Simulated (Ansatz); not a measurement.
Structures of equal composition on the (111)A surface of 3C silicon carbide (Si plane on top): (√3x√3)R30° Sb adatom at H3; (√3x√3)R30° Sb adatom at T4. The slabs share one bottom face, and each structure is named by its start. These are constructed structures in small cells; real faces may alloy, dewet or reconstruct in larger ones, and not all known structures of the face are among them. Slabs of about 10 Å, Fermi-Dirac smearing of 0.025 eV. Bottom of the slabs: H caps. Relaxed from the named starts with such symmetry as they have, on meshes of like density; energies extrapolated to zero smearing; spin only where a row says so; no spin-orbit coupling, no U. Brackets mark spin-polarised runs, whose order is one that fits the cell. Where a second, spin-polarised start was run, the lower counts.

Method: HSE06, at the PBE geometry (plane waves to 420 eV, PAW; Ansatz, a first-principles code).

### Question
Put the candidates in order of energy per 1x1 cell, lowest first, for HSE06, at the PBE geometry.

### Answer
(√3x√3)R30° Sb adatom at T4 (0.000 eV), (√3x√3)R30° Sb adatom at H3 (0.124 eV)
